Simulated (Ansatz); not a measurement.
Start from TiO2 in the rutile structure (space group P4_2/mnm, No. 136; a = 4.592 Å, c = 2.939 Å).

Levels (all Ansatz, a program for electronic structure, PAW, earlier PAW set): PBEsol (420 eV, scalar-relativistic without spin-orbit coupling); r2SCAN (500 eV, no spin-orbit coupling).

Its gap is 1.87 eV with PBEsol and 2.24 eV with r2SCAN.

One thing is altered: full substitution Ti → Ce; the structure is relaxed again.

With PBEsol the gap becomes 2.09 eV.

Q: If the r2SCAN correction stayed the same, what would the r2SCAN gap be, and what does the r2SCAN run give?

A: A rigid correction of +0.37 eV gives 2.46 eV. The r2SCAN run gives 2.41 eV, so the correction itself changes by -0.05 eV.

Single points use the geometry relaxed with PBEsol. Stability against distortions was not tested. For CeO2 in this form, whether it has been made was not checked. Starting moments died away, wholly or in part, for Ti → Ce; another magnetic solution may exist. All final runs are without spin polarisation.
